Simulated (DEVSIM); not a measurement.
Device: abrupt Si n-p junction, at 300 K.

| layer (left to right) | material | thickness (μm) | Nd (cm⁻³) | Na (cm⁻³) | τn (s) | τp (s) |
|---|---|---|---|---|---|---|
| 1 | Si | 25.0 | 1e18 | - | 3e-5 | 3e-5 |
| 2 | Si | 1.20 | - | 1.7e15 | 3e-5 | 3e-5 |

Left contact: ohmic. Right contact: ohmic. Voltage is applied to the left contact. Recombination: SRH at mid-gap, radiative, Auger. Gap narrowing is on: ΔEg = 6.92 meV × (l + √(l² + 0.5)), l = ln(N/1.3e17 cm⁻³), shared equally by both band edges. Mobility is constant in doping. Where it depends on doping, it is μmin + (μ − μmin)/(1 + (N/Nref)^α).

Constants are typed, rounded textbook-type inputs, not results; the design itself was drawn at random and stands for no fabricated device. Values at 300 K. The table also holds parameters that only a changed run uses.

| parameter | Si |
|---|---|
| gap (eV) | 1.124 |
| affinity (eV) | 4.05 |
| permittivity | 11.7 |
| Nc (cm⁻³) | 2.86e19 |
| Nv (cm⁻³) | 3.1e19 |
| μn (cm²/Vs) | 1417 |
| μp (cm²/Vs) | 470 |
| μn,min | 52 |
| μp,min | 45 |
| Nref,n | 9.7e16 |
| Nref,p | 2.2e17 |
| αn | 0.68 |
| αp | 0.72 |
| B (cm³/s) | 4.7e-15 |
| Cn (cm⁶/s) | 2.8e-31 |
| Cp (cm⁶/s) | 9.9e-32 |

Simulated with DEVSIM: 1D drift-diffusion, Boltzmann statistics, complete ionisation; no tunnelling, impact ionisation, image-force lowering or self-heating.

Base results: largest field in the device at zero bias (V/cm) 48000; dark forward voltage at 100 A/cm² (V) 0.632; potential step across the device at zero bias (V) 0.769; dark forward voltage at 1 A/cm² (V) 0.495.

Q: What follows from this one change: thickness of layer 1 25 → 120 μm?

A: largest field in the device at zero bias little changed (48000 V/cm); dark forward voltage at 100 A/cm² 0.632 → 0.637 V; potential step across the device at zero bias little changed (0.769 V); dark forward voltage at 1 A/cm² little changed (0.495 V).

Q: What follows from this one change: doping Na of layer 2 1.7e+15 → 1.7e+14 cm^-3?

A: largest field in the device at zero bias little changed (46000 V/cm); dark forward voltage at 100 A/cm² 0.632 → 0.596 V; potential step across the device at zero bias 0.769 → 0.709 V; dark forward voltage at 1 A/cm² 0.495 → 0.416 V.

Q: What follows from this one change: thickness of layer 2 1.2 → 0.24 μm?

A: largest field in the device at zero bias 48000 → 53000 V/cm; dark forward voltage at 100 A/cm² 0.632 → 0.546 V; potential step across the device at zero bias little changed (0.769 V); dark forward voltage at 1 A/cm² 0.495 → 0.404 V.

Q: What follows from this one change: doping Nd of layer 1 1e+18 → 3e+16 cm^-3?

A: largest field in the device at zero bias 48000 → 18000 V/cm; dark forward voltage at 100 A/cm² 0.632 → 0.670 V; potential step across the device at zero bias 0.769 → 0.692 V; dark forward voltage at 1 A/cm² little changed (0.497 V).

Q: What follows from this one change: doping-dependent mobility in place of the constant one?

A: largest field in the device at zero bias little changed (48000 V/cm); dark forward voltage at 100 A/cm² 0.632 → 0.639 V; potential step across the device at zero bias little changed (0.769 V); dark forward voltage at 1 A/cm² little changed (0.497 V).
